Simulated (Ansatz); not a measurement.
System: MgS (model structure, started from the GeS type, Fm-3m, No. 225, 8 atoms in the cell). Method: r²SCAN in Ansatz (PAW).

Numerical settings: plane-wave cutoff 560 eV, 6×16×14 k mesh (along the axes of the cell as run), Fermi–Dirac smearing 0.05 eV, scalar-relativistic PAW data made under PBE.

Cell (relaxed at this level):

Space group Fm-3m (No. 225); a = b = c = 5.203 Å, α = β = γ = 90.00°

| atom | site | symmetry | x | y | z |
|---|---|---|---|---|---|
| Mg | 4a | m-3m | 0.0000 | 0.0000 | 0.0000 |
| S | 4b | m-3m | 0.5000 | 0.5000 | 0.5000 |

Task: What does this level give for the band gap?

Result: 
* **band gap**: 3.46 eV (direct)

The computed numbers hold no vibrational or temperature effects.

A model structure was made by putting elements into a prototype or built by hand; here it ended with the formula and space group of a phase in our tables.

Ansatz is an electronic-structure program.
